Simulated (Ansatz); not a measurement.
**A computed series for Na: thickness series**

The reference is Na in the bcc (W type) structure (space group Im-3m, No. 229; a = 4.222 Å). Axes: x, y, z lie along the cube axes.

Free-standing slabs (1 atom(s) a layer) normal to [110] with 15 Å of vacuum; in-plane cell held at bulk.

Calculations: r2SCAN/PAW in Ansatz (a quantum-chemistry and plane-wave program), scalar-relativistic without spin-orbit coupling, earlier PAW set.

Candidates:
(a) 2 layers
(b) 4 layers
(c) 5 layers

Base values:

The shortest interatomic distance comes out as 365.7 pm.

### Question
Order them by shortest interatomic distance, highest first.

### Answer
(a) 2 layers (362.2 pm), (b) 4 layers (360.9 pm), (c) 5 layers (360.3 pm)

No phonon test of stability was made.
